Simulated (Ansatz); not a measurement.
Base system: TiAl₃ (space group I4/mmm, No. 139; a = 3.846 Å, c = 8.619 Å).

Level of theory: Kohn–Sham DFT with the PBE functional, run in Ansatz (a program for electronic structure) with PAW and 420 eV plane waves, spin-orbit coupling left out, earlier PAW set.

One change was made to it. Results:

```csv
quantity,base,after
shortest interatomic distance,2.719 Å,2.585 Å
c/a ratio,2.241,2.234
```

**Question.** What was done to the base?
(A) pressure 22.5 GPa
(B) pressure −2 GPa
(C) pressure 2.1 GPa

**Answer.** A, pressure 22.5 GPa. For comparison, the shortest interatomic distance in the other runs: pressure 2.1 GPa gives 2.702 Å; pressure −2 GPa gives 2.737 Å.

Load acts through the strain it causes; cell and atoms are relaxed under it. No phonon test of stability was made. Competing high-pressure phases were not computed. The final runs are not spin-polarised.
